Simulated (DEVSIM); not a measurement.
Structure: abrupt GaP p-n junction, at 300 K.

Layer 1 from the left is GaP, thickness (μm) 82.0, Na (cm⁻³) 3.7e15, τn (s) 6.4e-7, τp (s) 6.4e-7. Layer 2 from the left is GaP, thickness (μm) 13.0, Nd (cm⁻³) 4.6e17, τn (s) 6.4e-7, τp (s) 6.4e-7.

Left contact: ohmic. Right contact: ohmic. Voltage is applied to the left contact. Recombination: SRH at mid-gap, radiative. Mobility is constant in doping.

The device is made up for the run: typed textbook-type constants, with dimensions and the other settings drawn at random. Values at 300 K.

GaP: gap (eV) 2.26, affinity (eV) 3.8, permittivity 11.1, Nc (cm⁻³) 1.8e19, Nv (cm⁻³) 1.9e19, μn (cm²/Vs) 250, μp (cm²/Vs) 150, B (cm³/s) 1e-13.

**Question.** Estimate by hand the built-in potential, the peak field at zero bias, the capacitance at -1.5 V, and compare with a numerical solution.

**Answer.** 
- Built-in potential: ni = √(Nc Nv) exp(−Eg/2kT) = 1.92 cm⁻³ with Eg = 2.260 eV; Vbi = kT/q ln(Na Nd/ni²) = 1.944 V; numerical 1.944 V.
- Peak field at zero bias: depletion approximation: W = √(2εVbi/(qN)) = 0.806 μm with N = 3.67e15 cm⁻³; field = 2Vbi/W = 48200 V/cm; numerical 55400 V/cm (estimate below by 13 %).
- Capacitance at -1.5 V: C = √(qεN / 2(Vbi + |V|)) = 9.16 nF/cm²; numerical 9.24 nF/cm² (estimate below by 0.87 %).

Model (solved in DEVSIM): 1D drift-diffusion, Boltzmann statistics, complete ionisation; no tunnelling, impact ionisation, image-force lowering or self-heating.
